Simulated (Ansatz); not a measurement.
**Pressure series in hypothetical zinc blende VSb**

Base system: VSb in the zinc blende structure (space group F-43m, No. 216; ferromagnetic; a hypothetical phase, not in the database extracts checked).

```
CELL_PARAMETERS angstrom
      0.00000     3.10418     3.10418
      3.10418     0.00000     3.10418
      3.10418     3.10418     0.00000
ATOMIC_POSITIONS crystal
  Sb 0.75000 0.75000 0.75000
  V  0.00000 0.00000 0.00000
```

Cell and atoms are relaxed at each pressure.

All numbers come from DFT with r2SCAN, PAW potentials and a 500 eV plane-wave cutoff in Ansatz (a first-principles code), no spin-orbit coupling.

| case | band gap | volume per atom |
|---|---|---|
| base | zero | 29.91 Å³ |
| pressure −2 GPa | 0.07 eV | 31.32 Å³ |
| pressure −1 GPa | zero | 30.58 Å³ |
| pressure 1.8 GPa | zero | 28.87 Å³ |
| pressure 4.2 GPa | zero | 27.74 Å³ |
| pressure 9 GPa | zero | 26.02 Å³ |
| pressure 18 GPa | zero | 23.82 Å³ |
| pressure 30 GPa | zero | 21.85 Å³ |
| pressure 45 GPa | zero | 20.12 Å³ |
| pressure 60 GPa | zero | 18.81 Å³ |

Other magnetic orders, which the real material may have, were not ruled out. With Sb present, leaving out spin-orbit coupling can change the band edges. Load acts through the strain it causes; cell and atoms are relaxed under it. Whether these cells are dynamically stable was not tested. No other phases were tried under pressure. Gaps under 0.05 eV, about the width of the smearing, are given as zero. The zero or small gap of VSb can change with the level of theory.
